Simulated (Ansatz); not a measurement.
## LiH (model structure, F-43m, No. 216, 2 atoms in the cell)

These are PBEsol (PAW; Ansatz, a first-principles code) values and carry that method's errors.

Settings: plane-wave cutoff 520 eV, 14×14×14 k mesh, Fermi–Dirac smearing 0.01 eV, scalar-relativistic PAW data made under PBE.

Cell (relaxed at this level):

```xyz
2
Lattice="0.0000 2.1287 2.1287 2.1287 0.0000 2.1287 2.1287 2.1287 0.0000" Properties=species:S:1:pos:R:3 pbc="T T T"
Li     0.0000     0.0000     0.0000
H      1.0643     1.0643     1.0643
```

For LiH (model structure, F-43m, No. 216, 2 atoms in the cell), the band gap is 4.03 eV (on the SCF k mesh), the Γ–Γ gap comes out as 17.06 eV and the bulk modulus B0 is 27.6 GPa.

Note: the bulk modulus is −V dP/dV from two relaxed cells at ±2 % in volume; the relaxation could raise the start's symmetry but not lower it, so the cell can be a saddle point.

Computed values are for the static lattice.

The result took about 4 core-seconds (a rough figure).

A model structure was made by putting elements into a prototype or built by hand; it is no filed structure, need not be a known phase, and can be a saddle point held by its symmetry.
